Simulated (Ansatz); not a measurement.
## What pressure 22.5 GPa does to WC

Take WC (space group P-6m2, No. 187; a = 2.898 Å, c = 2.828 Å) as the base.

Modification: cell and atoms relaxed at a pressure of 22.5 GPa.

Level of theory: Ansatz (an electronic-structure program), PBEsol, PAW, cutoff 420 eV, without spin-orbit coupling. Settings: 18×18×16 k-points, 0.05 eV Fermi–Dirac smearing.

| quantity | base | changed | shift |
|---|---|---|---|
| volume per atom | 10.29 Å³ | 9.79 Å³ | -0.50 Å³ |
| density | 15.81 g/cm³ | 16.62 g/cm³ | +0.81 g/cm³ |
| lattice parameter a | 2.898 Å | 2.847 Å | -0.0518 Å |
| c/a ratio | 0.976 | 0.980 | +0.004 |
| enthalpy H = E + PV relative to the base's energy | – | +1.41 eV/atom | – |
| band gap | zero | zero | – |

Cost of the whole job for the changed cell (relaxation, final SCF and bands): around 50 core-seconds (rough).

Load acts through the strain it causes; cell and atoms are relaxed under it. Stability against distortions was not tested. Competing high-pressure phases were not computed. All final runs are without spin polarisation.
